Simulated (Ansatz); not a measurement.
```xyz
2
Lattice="0.0000 2.6484 2.7279 2.6484 0.0000 2.7279 2.6484 2.6484 0.0000" Properties=species:S:1:pos:R:3 pbc="T T T"
Zn     0.0000     0.0000     0.0000
S      3.9726     3.9726     4.0918
```

No spin polarisation.

All numbers come from Ansatz (a quantum-chemistry and plane-wave program), LDA, PAW, cutoff 420 eV, no SOC. Settings: 11×11×11 k-points, 0.05 eV Fermi–Dirac smearing.

Question: What is the computed stress (xx, yy, zz, yz, xz, xy; compression positive)?

Answer: (-1.94, -1.94, -3.39, 0.00, 0.00, 0.00) GPa.

Question: Predict the gap character.

Answer: Direct at Γ.

The cells carry an imposed strain or load. Stability against distortions was not tested. The cell was made from ZnS in the zinc blende structure (space group F-43m, No. 216) by this change: uniaxial strain ε_zz = +3.00 %.
